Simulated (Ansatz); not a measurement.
# Parameter sweep on MoS₂ (R3m, 3 atoms in the cell)

```
MoS2
1.0
    1.57686     0.91040     6.41987
   -1.57686     0.91040     6.41987
    0.00000    -1.82081     6.41987
Mo S
1 2
Direct
  0.99978   0.99978   0.99978
  0.41294   0.41294   0.41294
  0.25330   0.25330   0.25330
```

Base run A: PBE, PAW files (Ansatz, a first-principles code), self-consistent single point.

Its settings: basis.ecutwfc = 420 eV; kpoints.mp_grid.grid = 6 6 6; hamiltonian.xc = pbe; hamiltonian.pseudopotentials = {kind: paw} (the program's default PAW files); scf.occupations.method = fixed.

The starting cell comes from a database of computed structures (which also holds hypothetical and non-ambient phases and stackings), without a prior relaxation at this level. Its lattice was rescaled by a random factor within 2.5 % of one. In the base run, with a pressure of about 6 GPa the cell is away from its equilibrium volume at this level. Ansatz's pressure includes its estimate of the finite-basis (Pulay) stress.

ΔF is the free energy per atom less that of run A. 

Runs:
- B: scf.mixing.preconditioner: default (the program chose none) → none
- C: scf.mixing.preconditioner: default (the program chose none) → kerker
- D: scf.mixing.preconditioner: default (the program chose none) → kerker_dos
- E: scf.mixing.preconditioner: default (the program chose none) → resta; scf.mixing.eps_inf: default → 3
- F: scf.mixing.preconditioner: default (the program chose none) → local_kerker
- G: scf.mixing.preconditioner: default (the program chose none) → kerker; scf.mixing.q_tf: default → 0.2
- H: scf.mixing.preconditioner: default (the program chose none) → kerker; scf.mixing.q_tf: default → 0.5
- I: scf.mixing.preconditioner: default (the program chose none) → kerker; scf.mixing.q_tf: default → 1.5

| run | ΔF (meV/atom) | pressure (GPa) | largest force (eV/Å) | gap on the mesh (eV) | iterations |
|---|---|---|---|---|---|
| A | 0.00 | 5.71 | 0.659 | 1.096 | 10 |
| B | 0.00 | 5.71 | 0.659 | 1.096 | 10 |
| C | 0.00 | 5.71 | 0.659 | 1.096 | 10 |
| D | 0.00 | 5.71 | 0.659 | 1.096 | 10 |
| E | 0.00 | 5.71 | 0.659 | 1.096 | 9 |
| F | 0.00 | 5.71 | 0.659 | 1.096 | 7 |
| G | 0.00 | 5.71 | 0.659 | 1.096 | 10 |
| H | 0.00 | 5.71 | 0.659 | 1.096 | 9 |
| I | 0.00 | 5.71 | 0.659 | 1.096 | 9 |

Runs B, C, D, E, F, G, H, I reached the same state as A (within 1 meV/atom). The fewest iterations to that state were 7 (F); the most were 10.

Left out of this page: 1 run of the series failed or unconverged.

Keys are those of Ansatz 0.2.
